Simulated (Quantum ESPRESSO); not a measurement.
**Refining one setting for CaBPd3 (Pm-3m, 5 atoms in the cell)**

```xyz
5
Lattice="4.2784 0.0000 0.0000 0.0000 4.2784 0.0000 0.0000 0.0000 4.2784" Properties=species:S:1:pos:R:3 pbc="T T T"
Ca     2.1392     2.1392     2.1392
B      0.0000     0.0000     0.0000
Pd     2.1392     0.0000     0.0000
Pd     0.0000     2.1392     0.0000
Pd     0.0000     0.0000     2.1392
```

Method of the run: PBEsol, GBRV 1.5 ultrasoft (PBESOL) pseudopotentials (plane waves; Quantum ESPRESSO).

The starting cell comes from a database of computed structures (which also holds hypothetical and non-ambient phases and stackings), without a prior relaxation at this level. Spin polarisation is off. In the base run, with a pressure of about -3 GPa the cell is away from its equilibrium volume at this level.

Held fixed: occupations = smearing; smearing = marzari-vanderbilt; degauss = 0.0073499 Ry; potentials = {Ca: ca_pbesol_v1.uspp.F.UPF, B: b_pbesol_v1.4.uspp.F.UPF, Pd: pd_pbesol_v1.4.uspp.F.UPF}; K_POINTS = automatic 8 8 8 0 0 0; conv_thr = 1e-09 Ry. Moved along with it: ecutrho.

ΔF is the free energy per atom less that of the last row (80 Ry).

```json
[
 {"ecutwfc": "16 Ry", "ΔF (meV/atom)": "30114.7", "pressure (GPa)": "-938.12", "plane waves": "587", "iterations": "14"},
 {"ecutwfc": "20 Ry", "ΔF (meV/atom)": "9312.7", "pressure (GPa)": "-400.21", "plane waves": "840", "iterations": "13"},
 {"ecutwfc": "24 Ry", "ΔF (meV/atom)": "2487.7", "pressure (GPa)": "-146.72", "plane waves": "1064", "iterations": "13"},
 {"ecutwfc": "28 Ry", "ΔF (meV/atom)": "523.6", "pressure (GPa)": "-45.18", "plane waves": "1357", "iterations": "13"},
 {"ecutwfc": "32 Ry", "ΔF (meV/atom)": "84.9", "pressure (GPa)": "-12.43", "plane waves": "1640", "iterations": "12"},
 {"ecutwfc": "36 Ry", "ΔF (meV/atom)": "15.3", "pressure (GPa)": "-4.25", "plane waves": "1956", "iterations": "12"},
 {"ecutwfc": "40 Ry", "ΔF (meV/atom)": "11.1", "pressure (GPa)": "-3.26", "plane waves": "2301", "iterations": "12"},
 {"ecutwfc": "46 Ry", "ΔF (meV/atom)": "8.1", "pressure (GPa)": "-3.48", "plane waves": "2809", "iterations": "12"},
 {"ecutwfc": "52 Ry", "ΔF (meV/atom)": "5.1", "pressure (GPa)": "-3.33", "plane waves": "3407", "iterations": "12"},
 {"ecutwfc": "60 Ry", "ΔF (meV/atom)": "4.0", "pressure (GPa)": "-3.32", "plane waves": "4224", "iterations": "12"},
 {"ecutwfc": "70 Ry", "ΔF (meV/atom)": "1.31", "pressure (GPa)": "-3.38", "plane waves": "5249", "iterations": "12"},
 {"ecutwfc": "80 Ry", "ΔF (meV/atom)": "0.00", "pressure (GPa)": "-3.26", "plane waves": "6432", "iterations": "12"}
]
```
